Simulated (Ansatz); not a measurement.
Data:

```
CELL_PARAMETERS angstrom
      0.00000     2.38275     2.38275
      2.38275     0.00000     2.38275
      2.38275     2.38275     0.00000
ATOMIC_POSITIONS crystal
  Be 0.00000 0.00000 0.00000
  S  0.25000 0.25000 0.25000
```

No spin polarisation.

Calculations: Kohn–Sham DFT with the PBEsol functional, run in Ansatz (a first-principles code) with PAW and 420 eV plane waves, scalar-relativistic without spin-orbit coupling. Settings: 12×12×12 k-points, 0.05 eV Fermi–Dirac smearing.

Problem. Estimate the band gap.

Solution. 2.80 eV.

Problem. What pressure does the calculation give?

Solution. 4.79 GPa.

Problem. Estimate the gap character.

Solution. Indirect, Γ → X.

The cells carry an imposed strain or load. Whether these cells are dynamically stable was not tested. The cell was made from BeS in the zinc blende structure (space group F-43m, No. 216) by this change: isotropic strain −1.50 %.
